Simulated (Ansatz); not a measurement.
Ta2O5 (Cmmm, No. 65, 14 atoms in the cell; start mp-1539317), treated with LDA (plane waves, PAW; Ansatz, an electronic-structure program).

Numerical settings: plane-wave cutoff 520 eV, 10×4×10 k mesh (along the axes of the cell as run), Fermi–Dirac smearing 0.01 eV, scalar-relativistic PAW data made under PBE.

Cell (relaxed at this level):

Space group Cmmm (No. 65); a = 3.810 Å, b = 12.920 Å, c = 3.837 Å, α = β = γ = 90.00°

```tsv
atom	site	symmetry	x	y	z
Ta	4i	m2m	0.0000	0.1462	0.0000
O	4i	m2m	0.0000	0.3146	0.0000
O	4j	m2m	0.5000	0.3498	0.5000
O	2a	mmm	0.0000	0.0000	0.0000
```

Task: Give the computed band gap.

Result: 
- band gap: 2.14 eV (on the SCF k mesh)

Note: the relaxation could not lower the start's symmetry, so the cell can be a saddle point above a distorted one.

Spin–orbit coupling is not included.

Cost on a shared machine: around 14 core-minutes (rough).

A start named mp-… is a Materials Project structure, which need not be a measured phase.
